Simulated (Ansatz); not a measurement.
Defect: interstitial H in polar orthorhombic HfO2, charge state +1. Computed with PBE, PAW (plane waves to 420 eV; Ansatz, a first-principles code).

Settings: 96 host sites, the relaxed PBE lattice, the Γ point alone, smearing 0.01 eV, spin-restricted, no image-charge correction. No zero-point or tunnelling terms. Spin-orbit coupling is left out. The host's phase is taken as given; its stability against other phases was not computed. The charge state is imposed; whether it is stable for some Fermi level was not computed. Sites that were not tried may lie lower.

Barriers: single points on a 2×2×2 k-point mesh shifted by half a step at the bands' geometries.

The step: a direct jump of one H atom. Atoms about the jump, Cartesian Å from the middle of the jump, before and after:

```json
[
 {"atom": "H1", "x0": "0.50", "y0": "-0.32", "z0": "0.30", "x1": "-0.50", "y1": "0.32", "z1": "-0.30"},
 {"atom": "O2", "x0": "1.24", "y0": "0.25", "z0": "-0.02", "x1": "1.24", "y1": "0.31", "z1": "-0.14"},
 {"atom": "O3", "x0": "-1.30", "y0": "1.00", "z0": "-0.08", "x1": "-1.29", "y1": "0.89", "z1": "-0.10"},
 {"atom": "Hf4", "x0": "0.39", "y0": "2.14", "z0": "0.66", "x1": "0.55", "y1": "2.09", "z1": "0.68"},
 {"atom": "O5", "x0": "-0.54", "y0": "-1.67", "z0": "-0.65", "x1": "-0.63", "y1": "-1.68", "z1": "-0.66"},
 {"atom": "Hf6", "x0": "0.79", "y0": "-0.78", "z0": "-2.06", "x1": "0.83", "y1": "-0.76", "z1": "-2.00"},
 {"atom": "Hf7", "x0": "-2.23", "y0": "-0.70", "z0": "0.63", "x1": "-2.31", "y1": "-0.85", "z1": "0.67"},
 {"atom": "O8", "x0": "-0.09", "y0": "0.96", "z0": "-2.65", "x1": "-0.10", "y1": "0.96", "z1": "-2.65"},
 {"atom": "O9", "x0": "-0.08", "y0": "0.99", "z0": "2.44", "x1": "-0.08", "y1": "0.99", "z1": "2.44"},
 {"atom": "O10", "x0": "-0.81", "y0": "-1.69", "z0": "1.88", "x1": "-0.84", "y1": "-1.74", "z1": "1.90"},
 {"atom": "Hf11", "x0": "-1.85", "y0": "1.97", "z0": "-1.93", "x1": "-1.86", "y1": "2.01", "z1": "-2.00"},
 {"atom": "O12", "x0": "-0.63", "y0": "3.41", "z0": "-0.66", "x1": "-0.57", "y1": "3.30", "z1": "-0.66"}
]
```

Q: Predict the transition state.

A: 
```
atom      x      y      z
----  -----  -----  -----
H1    -0.09   0.29  -0.11
O2     1.10   0.27  -0.11
O3    -1.23   0.84  -0.10
Hf4    0.49   2.14   0.72
O5    -0.62  -1.76  -0.68
Hf6    0.78  -0.81  -2.02
Hf7   -2.28  -0.81   0.65
O8    -0.12   0.92  -2.68
O9    -0.09   0.99   2.46
O10   -0.85  -1.74   1.89
Hf11  -1.85   1.95  -1.94
O12   -0.61   3.32  -0.64
```
It lies 0.39 eV above the start and 0.22 eV above the end. The saddle point's order was not checked.
